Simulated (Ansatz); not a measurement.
Base system: Ru in the hcp (Mg type) structure (space group P6_3/mmc, No. 194; relaxed with 0.1 eV smearing).

```yaml
crystal:
  lattice:
    - [2.69139, 0.00000, 0.00000]
    - [-1.34570, 2.33081, 0.00000]
    - [0.00000, 0.00000, 4.24891]
  atoms:
    - { symbol: Ru, position: [0.66667, 0.33333, 0.75000] }
    - { symbol: Ru, position: [0.33333, 0.66667, 0.25000] }
```

The values are results of PBEsol (Ansatz, a program for electronic structure), no SOC, not measurements.

Strains are applied to the cell and any free atomic positions relax.

One change was made to it. Results:

| quantity | base | after |
|---|---|---|
| energy relative to the base (free energy F) | 0 meV/atom | +131 meV/atom |
| pressure (mean of the normal stresses, compression positive) | 0.0 GPa | 39.4 GPa |
| band gap | zero | zero |

**Question.** What was done to the base?
A. isotropic strain −3.00 %
B. isotropic strain +2.50 %
C. isotropic strain +3.00 %
D. isotropic strain −1.50 %

**Answer.** A, isotropic strain −3.00 %. For comparison, the energy relative to the base in the other runs: isotropic strain +3.00 % gives +104 meV/atom; isotropic strain −1.50 % gives +31 meV/atom; isotropic strain +2.50 % gives +74 meV/atom.

Whether these cells are dynamically stable was not tested. The final runs are not spin-polarised.
